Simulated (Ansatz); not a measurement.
Levels about the gap of amorphous Si24O50Ge (75 atoms in a cell of 1107 Å³, 2.32 g/cm³; zone centre alone, so wide bands show as single levels with stretches between that a denser mesh fills), at the geometry that PBE relaxed, where it gives 0.0 GPa on a denser mesh. The participation number counts the atoms over which a state spreads; weights are charges in smoothed Voronoi cells. The levels come from a single point, so bond lengths are those of that geometry. Method of the levels: PBE, scalar-relativistic without spin-orbit coupling (Ansatz, a program for electronic structure). Sampling: the zone centre alone; Fermi-Dirac width 0.02 eV; no spin polarisation.

It comes from a melt-quench run on a machine-learned potential (CHGNet), relaxed afterwards by DFT. O atoms were pushed apart under 1.9 Å during the dynamics, to hinder bonds among them. The hot cell started wider than the set density and was brought back towards it in steps. It is the lowest in DFT energy of 2 quenches. It is a model cell: composition and starting density were chosen by hand, and all elements were melted together. No dispersion term was used. Its density started from a set value of 2.27 and ended at 2.32 g/cm³. Cooling (nominally 320 K/ps over its main leg) ran many orders faster than in experiment, which tends to leave more defects and strain. A cell of this size samples the disorder only roughly. Volume and shape were free in the relaxation.

```
E - E(highest filled), eV  filling  participation number        largest on  weight O  weight Si  weight Ge
-------------------------  -------  --------------------  ----------------  --------  ---------  ---------
-0.22                       filled                  28.9   O, 2 neighbours      0.96       0.04       0.00
-0.18                       filled                  25.9   O, 2 neighbours      0.96       0.04       0.00
-0.15                       filled                  17.3   O, 2 neighbours      0.96       0.04       0.00
-0.11                       filled                  27.1   O, 2 neighbours      0.96       0.03       0.00
-0.06                       filled                  26.5   O, 2 neighbours      0.97       0.03       0.00
-0.03                       filled                  30.7   O, 2 neighbours      0.97       0.03       0.00
0.00                        filled                  26.1   O, 2 neighbours      0.97       0.03       0.00
4.84                         empty                  15.6  Ge, 4 neighbours      0.62       0.20       0.19
5.91                         empty                  31.5  Ge, 4 neighbours      0.65       0.22       0.13
```

Most localised among these is the empty level at +4.84 eV, on a Ge atom, which has 4 neighbours (O 1.76 Å, O 1.77 Å, O 1.78 Å, O 1.78 Å).
